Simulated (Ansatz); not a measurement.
Ru2Si (model structure, started from the Fe2P type, P-62m, No. 189, 9 atoms in the cell): properties by level of theory

```tsv
level (code)	equilibrium lattice constant a (Å)	lattice parameter c (Å)
PBE (Ansatz)	6.091	3.823
PBEsol (Ansatz)	___	3.780
PBE-D3(BJ) (Ansatz)	___	3.782
```

### Question
Some entries are withheld; supply them.

### Answer

- PBEsol (Ansatz, an electronic-structure program), equilibrium lattice constant a (Å): 6.033
- PBE-D3(BJ) (Ansatz), equilibrium lattice constant a (Å): 6.040

Ansatz's density-functional and Hartree–Fock values are scalar-relativistic unless marked +SOC, with PAW data made under PBE.

Static lattice: no zero-point or thermal effects.

A model structure was made by putting elements into a prototype or built by hand; it is no filed structure, need not be a known phase, and can be a saddle point held by its symmetry.
